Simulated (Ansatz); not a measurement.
The parent structure is WSi₂ (space group I4/mmm, No. 139; a = 3.2024 Å, c = 7.8177 Å; relaxed with 0.1 eV smearing). Axes: x, y, z lie along a, b, c of the conventional cell.

Level of theory: PBEsol (Ansatz, a program for electronic structure, PAW, without spin-orbit coupling).

One thing is altered: the cell is compressed by 2.50 % along x with no lateral relaxation; the atoms relax in the strained cell.

Problem. Predict the stress tensor and what it implies for the stiffness.

Solution. Stress of the strained cell less that of the base (GPa, compression positive):
```
   11.7     0.0     0.0
    0.0     3.5     0.0
    0.0     0.0     2.8
```

Then −Δσ_ii/ε with ε = -0.0250 gives secant stiffness values (nonlinear terms included at this strain): C11 ≈ 469 GPa, C12 ≈ 142 GPa and C13 ≈ 111 GPa.

As a check, the harmonic strain energy −½ V₀ Δσ:ε is 12 meV/atom; the computed energy rise is 12 meV/atom.

No phonon test of stability was made. The final runs are not spin-polarised.
